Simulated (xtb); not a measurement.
xtb 6.7.1, GFN2-xTB: W(NMe)(S)(OH)(OMe) (C[N]=[W]([OH])(=[S])[O]C), 14 atoms. The geometry is a generated start, not checked to be a minimum at this level.

```yaml
method: GFN2-xTB
"--acc": 1 (default)
"--etemp (K)": 300 (default)
detailed input (--input): "none: ANC optimiser, Lindh (1995) Hessian, microcycle=20, maxdispl=1.0, hlow=0.01 (default)"
basis_functions: 47
valence_electrons: 44
```

```xyz
14

W     -0.4928     0.8524     0.4308
N     -1.0632    -0.6583    -0.3225
C     -1.5963    -1.9241    -0.6900
H     -2.1835    -1.8546    -1.6140
H     -0.7937    -2.6536    -0.8503
H     -2.2509    -2.3024     0.1067
S     -0.7681     0.5448     2.5916
O     -1.5246     2.3505    -0.0314
H     -2.2600     2.9146    -0.2974
O      1.3370     1.0227     0.2227
C      2.6396     0.5265     0.1298
H      2.6071    -0.5642    -0.0247
H      3.1657     0.9996    -0.7104
H      3.1836     0.7461     1.0591
```

Charge 0 and multiplicity 1 are set for this test and not shown to be the ground state.

The structure is relaxed from this start with --opt LEVEL for the levels crude, sloppy, loose, lax, normal, tight, vtight, extreme, once each. Up to the end of the extreme run atoms move by at most 0.58 Å along an axis.

Q: Choose the cheapest level whose final energy lies within 1 meV of that of extreme.

A: tight: 40 cycles against 48, ending 0.065 meV above.

```json
[
 {"level": "crude", "cycles": "3", "energy above the extreme run (meV)": "6.1", "gradient norm (eV/Å)": "0.047"},
 {"level": "sloppy", "cycles": "3", "energy above the extreme run (meV)": "6.1", "gradient norm (eV/Å)": "0.047"},
 {"level": "loose", "cycles": "3", "energy above the extreme run (meV)": "6.1", "gradient norm (eV/Å)": "0.047"},
 {"level": "lax", "cycles": "3", "energy above the extreme run (meV)": "6.1", "gradient norm (eV/Å)": "0.047"},
 {"level": "normal", "cycles": "21", "energy above the extreme run (meV)": "1.3", "gradient norm (eV/Å)": "0.028"},
 {"level": "tight", "cycles": "40", "energy above the extreme run (meV)": "0.065", "gradient norm (eV/Å)": "0.040"},
 {"level": "vtight", "cycles": "46", "energy above the extreme run (meV)": "under 0.01", "gradient norm (eV/Å)": "0.0040"},
 {"level": "extreme", "cycles": "48", "energy above the extreme run (meV)": "—", "gradient norm (eV/Å)": "0.0013"}
]
```
